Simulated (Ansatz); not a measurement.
Take YN in the rock salt structure (space group Fm-3m, No. 225; a = 4.856 Å) as the base.

Levels (all Ansatz, a program for electronic structure, PAW): PBEsol (420 eV, without spin-orbit coupling); PBEsol+SOC (420 eV, noncollinear with spin-orbit coupling).

The geometry is relaxed with PBEsol.

- PBEsol valence-band top at Γ: 0.00, 0.00, 0.00 eV
- PBEsol smallest direct gap: 0.45 eV
- PBEsol band gap: 0.08 eV

Q: What does PBEsol+SOC give at this geometry for the valence-band top at Γ, smallest direct gap and band gap?

A: The valence-band top at Γ (three highest Kramers pairs, from the VBM) goes from 0.00, 0.00, 0.00 eV to 0.00, 0.00, -0.06 eV; the smallest direct gap shrinks by 0.05 eV, from 0.45 eV to 0.40 eV; the band gap drops by 0.02 eV, from 0.08 eV to 0.06 eV. The threefold valence maximum splits by Δso ≈ 0.06 eV.

Single points use the geometry relaxed with PBEsol. The spin-orbit shifts are approximate. No phonon test of stability was made. The base started in Pnma and relaxed to Fm-3m at this level. The zero or small gap of YN can change with the level of theory.
